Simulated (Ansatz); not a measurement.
BP (model structure, started from the BN type, Pm-3n, No. 223, 12 atoms in the cell) was calculated with r²SCAN (PAW; Ansatz, an electronic-structure program).

Numerical settings: plane-wave cutoff 560 eV, 6×6×6 k mesh, Fermi–Dirac smearing 0.01 eV, scalar-relativistic PAW data made under PBE.

Cell (relaxed at this level):

BP is modelled in the cubic space group Pm-3n (No. 223), Pearson symbol cP12. Lattice parameters: a = 5.576 Å, b = 5.576 Å, c = 5.576 Å, α = 90.00°, β = 90.00°, γ = 90.00°. B on 6c is surrounded by 4 P at 1.971 Å. P on 6d is coordinated by 4 B at 1.971 Å. (Neighbours: up to the widest gap in distance over summed covalent radii, below 1.35, at either atom.)

Task: Estimate the band gap, smallest direct gap on the k points sampled and Γ–Γ gap that the calculation returns.

Result: 
- band gap: 0.65 eV (indirect)
- smallest direct gap on the k points sampled: 1.12 eV
- Γ–Γ gap: 1.40 eV

Note: the relaxation could raise the start's symmetry but not lower it, so the cell can be a saddle point.

The computed numbers hold no vibrational or temperature effects.

A model structure was made by putting elements into a prototype or built by hand; it is no filed structure, need not be a known phase, and can be a saddle point held by its symmetry.
